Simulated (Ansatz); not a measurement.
```
CELL_PARAMETERS angstrom
      4.04904     0.00046     0.12711
      4.05200     5.72827     0.02521
     -0.83785    -0.94820    25.98034
ATOMIC_POSITIONS crystal
  Al 0.06720 0.88768 0.11901
  Al 0.09667 0.35863 0.03617
  Al 0.02217 0.93230 0.27267
  Al 0.04179 0.41290 0.19159
  Al 0.98171 0.97232 0.42913
  Al 0.00307 0.45117 0.34807
  Al 0.95809 0.99535 0.58443
  Al 0.97030 0.48350 0.50171
  As 0.83631 0.11903 0.04276
  As 0.81268 0.64221 0.11260
  As 0.79044 0.16428 0.19503
  As 0.77276 0.68172 0.27007
  As 0.75242 0.20185 0.35060
  As 0.73200 0.72204 0.42564
  As 0.71263 0.24119 0.50803
  As 0.69978 0.75367 0.57780
  N  0.40509 0.54848 0.66560
  N  0.89696 0.05665 0.65777
  N  0.14383 0.31003 0.72120
  N  0.64319 0.81061 0.71997
  N  0.87877 0.07534 0.78094
  N  0.37664 0.57752 0.78115
  N  0.61367 0.84080 0.83995
  N  0.11283 0.34158 0.83937
  N  0.35087 0.60389 0.89958
  N  0.84943 0.10521 0.90059
  N  0.07324 0.38175 0.96275
  N  0.58810 0.86690 0.95533
  Ti 0.64216 0.31165 0.71917
  Ti 0.14309 0.81076 0.71968
  Ti 0.90404 0.54925 0.66538
  Ti 0.40734 0.04643 0.66652
  Ti 0.11309 0.84137 0.84184
  Ti 0.61733 0.33712 0.84114
  Ti 0.37889 0.07526 0.77992
  Ti 0.88035 0.57377 0.77863
  Ti 0.58913 0.36602 0.95430
  Ti 0.08262 0.87197 0.95499
  Ti 0.84756 0.60712 0.90112
  Ti 0.34956 0.10514 0.90127
```

The first 16 atoms are the substrate (AlAs-zb), the rest the film (TiN-rs).

Calculation: PBE (plane waves to 420 eV, PAW; Ansatz, a first-principles code). Scalar-relativistic, without spin–orbit coupling; the runs are not spin-polarised; PBE gaps are too small against experiment. Its k-point mesh 8×5×1, Fermi–Dirac width 0.05 eV.

Question: Describe the bonding at the interfaces and give the barriers.

Answer: A periodic stack without vacuum, rock-salt TiN (1 1 0) on zinc-blende AlAs (1 1 0) (film strained to the substrate, started from cuts of the bulks and a machine-learned relaxation; slabs Al8As8 and N12Ti12, which can lie off the formulas): substrate slab Al8As8, film N12Ti12, surface cells [[0, -1], [1, -1]] and [[1, 0], [1, 2]], film strained by -4.6 and -4.6 %, outermost planes AlAs/AlAs and NTi/NTi as cut, which need not be the usual terminations and can put a slab off its formula.
- interface area = 23.2 Å²
- period = 25.97 Å
- heights between the nearest atoms of the two slabs at the two interfaces = 1.90 and 1.91 Å
- Al–Ti contacts across the interfaces within 1.22 times the sum of covalent radii = 4, mean 2.94 Å
- As–Ti contacts across the interfaces within 1.22 times the sum of covalent radii = 4, mean 2.70 Å
- Al–N contacts across the interfaces within 1.22 times the sum of covalent radii = 2, mean 1.92 Å
- hole barrier (PBE) = 0.98 eV
- electron barrier (PBE) = 0.53 eV
